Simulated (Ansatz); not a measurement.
Take Al2O3 in the corundum structure (space group R-3c, No. 167; a = 4.808 Å, c = 13.122 Å (hexagonal axes)) as the base. Axes: x lies along a and z along c of the hexagonal cell.

All numbers come from PBE in Ansatz (plane waves to 420 eV, PAW, scalar-relativistic without spin-orbit coupling), earlier PAW set.

Base values:

| Item | Result |
|---|---|
| Volume per atom | 8.76 Å³ |
| Width of the top valence band | 0.60 eV |

It is then changed as follows: biaxial strain −3.68 %, plane normal [001], relaxed out of plane (Cartesian); in-plane vectors clamped, the third vector and the atoms free.

Q: What does the calculation give for the volume per atom, width of the top valence band and energy relative to the base after the change?

A: The volume per atom shrinks by 0.49 Å³, from 8.76 Å³ to 8.27 Å³; the width of the top valence band rises by 0.11 eV, from 0.60 eV to 0.71 eV; the energy rises by 44 meV/atom.

The levels and masses belong to the bands next to the band gap. Stability against distortions was not tested.

Ansatz is an electronic-structure program.
